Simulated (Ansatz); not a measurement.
Here is the system:

```
CELL_PARAMETERS angstrom
     11.04577     0.00000     0.00000
      0.00000     3.88010     0.00000
      0.00000     0.00000     4.47459
ATOMIC_POSITIONS crystal
  Ge 0.12426 0.25000 0.11696
  Ge 0.37574 0.75000 0.61696
  Ge 0.87574 0.75000 0.88304
  Ge 0.62426 0.25000 0.38304
  Se 0.85375 0.25000 0.49855
  Se 0.64625 0.75000 0.99855
  Se 0.14625 0.75000 0.50145
  Se 0.35375 0.25000 0.00145
```

No spin polarisation.

Level of theory: DFT with PBE-D3(BJ), PAW potentials and a 420 eV plane-wave cutoff in Ansatz (a program for electronic structure), no spin-orbit coupling. k-mesh 3×9×8 (Γ-centred); smearing 0.05 eV (Fermi–Dirac).

What width of the top valence band does the calculation give?

1.50 eV.

Estimate the gap character.

Indirect, Γ–Z (67 % along) → Γ.

Estimate the band gap.

0.80 eV.

Predict the smallest direct gap.

0.95 eV.

Load acts through the strain it causes; cell and atoms are relaxed under it. Stability against distortions was not tested. The cell was made from GeSe in the GeS type structure (space group Pnma, No. 62; layered, stacked along the Cartesian x axis) by this change: pressure −1 GPa. The D3 term's C6 switches between coordination references near this geometry, which can add small steps to energies.
